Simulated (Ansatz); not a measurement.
**CsGeBr3, pressure series**

Base system: CsGeBr$_{3}$ in the cubic perovskite structure (space group Pm-3m, No. 221; a = 5.5440 Å; a cell from a computed database, its experimental status unchecked).

Cell and atoms are relaxed at each pressure.

All numbers come from DFT with r2SCAN, PAW potentials and a 500 eV plane-wave cutoff in Ansatz (a first-principles code), no spin-orbit coupling.

| change | band gap | density | shortest interatomic distance |
|---|---|---|---|
| base | 0.71 eV | 4.34 g/cm³ | 2.772 Å |
| pressure −2 GPa | [?] | [?] | [?] |
| pressure −1 GPa | 0.92 eV | 4.16 g/cm³ | 2.811 Å |
| pressure 1.8 GPa | 0.39 eV | 4.61 g/cm³ | 2.717 Å |
| pressure 4.2 GPa | zero | 4.91 g/cm³ | 2.661 Å |
| pressure 9 GPa | zero | 5.37 g/cm³ | 2.581 Å |
| pressure 18 GPa | zero | 6.03 g/cm³ | 2.484 Å |
| pressure 30 GPa | zero | 6.70 g/cm³ | 2.399 Å |
| pressure 45 GPa | zero | 7.36 g/cm³ | 2.324 Å |
| pressure 60 GPa | zero | 7.90 g/cm³ | 2.270 Å |

**Question.** Complete the table.

**Answer.** 
- pressure −2 GPa, band gap: 1.14 eV
- pressure −2 GPa, density: 3.95 g/cm³
- pressure −2 GPa, shortest interatomic distance: 2.861 Å

The mesh was chosen for an insulator and is coarse for the gapless case. Load acts through the strain it causes; cell and atoms are relaxed under it. Whether these cells are dynamically stable was not tested. Competing high-pressure phases were not computed. All final runs are without spin polarisation. Many cubic perovskites are stable only at high temperature; tilts and polar distortions were not tested. A zero or small gap of CsGeBr3 under pressure 4.2 GPa, CsGeBr3 under pressure 9 GPa, CsGeBr3 under pressure 18 GPa and CsGeBr3 under pressure 30 GPa can be the functional's error rather than a property of the material.
